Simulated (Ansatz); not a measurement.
## MoTe2: energy against strain

MoTe2 (2H layered, P6_3/mmc, 22.688 Å³/atom and stress up to 0.01 GPa in the relaxed cell, c along z) under a strain ε along a direction in the basal plane (axis x), the other axes held. PBEsol-D3(BJ) in Ansatz, a plane-wave DFT program (PAW, default set), 420 eV, 11×11×3 Γ-centred mesh, Fermi-Dirac smearing 0.05 eV; ions are relaxed, or left where forces stay under 0.02 eV/Å, within the symmetry of each cell. Against the start cell, which lies near the measured one, the relaxed cell differs by -9.1 % in volume and -4.5 % in c; the values below rest on it.

Here s stands for strain and y for E less E0.

```
strain (%)  E less E0 (meV/atom)
----------  --------------------
-3.00                          ?
-1.20                       1.65
-0.60                       0.40
0.00                        0.00
0.60                        0.39
1.20                        1.53
```

The 5 complete rows are fitted with a parabola, y against s. Least squares gives y = -0.002 - 0.0417·s + 1.1052·s². Residuals (row less fit): 0.010, -0.021, 0.002, 0.019, -0.009; standard error 0.022 (degrees of freedom: 2). Twice the quadratic coefficient over the volume, 2 × 1.1052 meV × 10⁴ × 0.1602 / 22.688 Å³, is the elastic constant C11 = 156 ± 2 GPa (± standard error of the fit, which holds the terms cut off).

Problem. What does the fit predict for y at s = -3.00, and how far is the calculated value from it?

Solution. y = -0.002 - 0.0417 × (-3.0) + 1.1052 × (-3.0)² = 10.070 meV/atom. The calculation gives 10.94 meV/atom, 0.870 meV/atom above the prediction (8.0 % of the range of y in the table). The row lies outside the fitted rows, so this is an extrapolation. From the scatter of the fitted rows alone, a prediction at this place has a standard error of 0.144 meV/atom, so the miss is 6.0 times that.

A polynomial of degree 3 through the 10 other runs of the series gives 10.91 there, so most of the miss is curvature that the fit leaves out. Spin-orbit coupling is left out, which can shift these values for the heavy elements here. Rows are the converged runs of the series near zero and its far end; series whose fitted rows scatter by over a few per cent of the range, as at a crossing or softening among them, aren't shown in this form, nor equations of state whose B0' disagrees with the runs' pressures. Most that stay on the fit to the last digits aren't either.
